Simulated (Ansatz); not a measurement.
Cells marked so need not be the phases stable at ambient conditions, and some may be hypothetical.

 Where the default PAW files enter, the runs use the earlier of Ansatz's two default sets.

No gap correction and no spin-orbit coupling; mid-gap values are interpolated between computed energies.

A. SnF$_{3}$ (Fm-3m, not sure to be the ambient phase, 8 atoms a cell, 21.0 Å³ an atom, -2 GPa at this level), along the normal of (001)
B. TlAsF6 (R-3, not sure to be the ambient phase, 8 atoms a cell, 16.2 Å³ an atom, -4 GPa at this level), along the normal of (110)
C. TlGaSe2 (I4/mcm, not sure to be the ambient phase, 8 atoms a cell, 25.7 Å³ an atom), along the normal of (110)
D. CaPdF$_{6}$ (R-3, not sure to be the ambient phase, 8 atoms a cell, 14.0 Å³ an atom), along the normal of (101)

Question: Rank these by mid-gap decay constant of the slowest evanescent state (highest first), as r2SCAN in Ansatz (a first-principles code) gives it.

Answer: D (0.61 1/Å), B (0.49 1/Å), A (0.36 1/Å), C (0.16 1/Å)
